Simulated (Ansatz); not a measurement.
Total g(r) from a molecular-dynamics run [in the run: Γ point only, which a denser mesh shifts by 0.4 GPa in pressure and 0.01 eV/Å in forces]. Level of theory: PBE (plane waves, PAW; Ansatz, a first-principles code).

```
r (Å) | g(r)
     1.02 |  0.00
     1.14 |  0.00
     1.26 |  0.00
     1.38 |  0.00
     1.50 |  0.00
     1.62 |  0.00
     1.74 |  0.00
     1.86 |  0.00
     1.98 | #### 0.85
     2.10 | ############################## 6.49
     2.22 | # 0.18
     2.34 |  0.00
     2.46 |  0.00
     2.58 | ## 0.50
     2.70 | ## 0.33
     2.82 | ###### 1.25
     2.94 | ############ 2.68
     3.06 | ##### 1.06
     3.18 | #### 0.87
     3.30 | #### 0.86
     3.42 | ## 0.48
     3.54 | #### 0.81
     3.66 | ###### 1.29
     3.78 | ######### 1.99
     3.90 | #### 0.79
     4.02 | # 0.12
     4.14 | ##### 1.17
     4.26 | ###### 1.28
     4.38 | ### 0.71
     4.50 | # 0.18
     4.62 | ### 0.66
     4.74 | ######## 1.73
```

Which system gave this curve?
A) GaAs (zinc blende), crystal, 303 K, 4.0 GPa
B) Si (diamond structure), crystal, 301 K
C) SnO2 (rutile type), crystal, 291 K, 3.9 GPa
D) Ta (bcc), crystal, 288 K, 9.9 GPa

C, SnO2 (rutile type), crystal, 291 K, 3.9 GPa
